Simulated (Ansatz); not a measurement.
ZnSe (I-4m2), r2SCAN with spin-orbit coupling, rigid bands run with Ansatz (a program for electronic structure): Condition of this run: biaxial stress xx = yy = 2 GPa (compression positive) (the target of the relaxation). band gap 1.75 eV, N_c = 1.20e18 cm⁻³ and N_v = 8.41e18 cm⁻³ at 300 K, conductivity masses along y (a = (0.00, 2.77, 2.91) Å; b = (2.77, 0.00, 2.91) Å; c = (2.77, 2.77, 0.00) Å) of 0.135 mₑ (electrons) and 0.481 mₑ (holes). Take k_BT = 0.02585 eV.

**Question.** What thermal injection velocity √(2k_BT/πm) limits a ballistic channel along the direction named?

**Answer.** 1.46e7 cm/s for electrons and 7.76e6 cm/s for holes, a ratio of √(m_h/m_e) = 1.89, for dilute carriers.

**Question.** A film of it is 3 nm thick, with its normal along the direction named. Estimate the confinement energies in an infinite well.

**Answer.** ħ²π²/(2m t²) = 0.376 eV·nm²/(m/mₑ × t²) gives 309 meV for electrons and 86.9 meV for holes, so the gap would widen to about 2.15 eV. Finite barriers and nonparabolic bands lower this, and with several valleys or bands the heaviest mass along the normal sets the lowest level, not this average.

**Question.** Find the intrinsic carrier density and the intrinsic Fermi level.

**Answer.** n_i = √(N_c N_v) exp(−E_g/2k_BT) = 3.18e18 × exp(−33.85) = 6.3e3 cm⁻³. The level lies (k_BT/2) ln(N_v/N_c) = 25 meV from mid-gap (positive towards the conduction band). Each 0.1 eV added to the gap lowers n_i by a factor of 6.9.

Rigid, parabolic bands with the computed gap; masses take one relaxation time for all states.
